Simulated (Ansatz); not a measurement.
How far PBE-D3(BJ) and r2SCAN+rVV10 part for BN, pressure 0.9 GPa

Base system: BN in the h-BN type structure (space group P6_3/mmc, No. 194; a = 2.506 Å, c = 6.616 Å; layered, stacked along the Cartesian z axis).

(Cell as relaxed with PBE-D3(BJ).)

Levels (all Ansatz, an electronic-structure program, PAW, earlier PAW set): PBE-D3(BJ) (420 eV, no spin-orbit coupling); r2SCAN+rVV10 (500 eV, spin-orbit coupling left out).

Each level relaxes its own structure.

```csv
base,PBE-D3(BJ),r2SCAN+rVV10
volume per atom,8.99 Å³,8.83 Å³
lattice parameter a,2.506 Å,2.500 Å
band gap,4.24 eV,4.74 eV
```

Now apply this change: a hydrostatic pressure of 0.9 GPa.

```tsv
quantity	PBE-D3(BJ)	r2SCAN+rVV10
gap character	indirect, k = (0.267, 1/3, 0) in the run's primitive reciprocal basis → M	indirect, k = (0.267, 1/3, 0) in the run's primitive reciprocal basis → M
volume per atom	8.74 Å³	8.63 Å³
```

PBE-D3(BJ)'s volume per atom lies 0.115 Å³ above r2SCAN+rVV10's (1.3 %); the two agree on the gap character. Neither level is exact; r2SCAN+rVV10 is the comparison here, not a measurement.

Load acts through the strain it causes; cell and atoms are relaxed under it. No phonon test of stability was made.
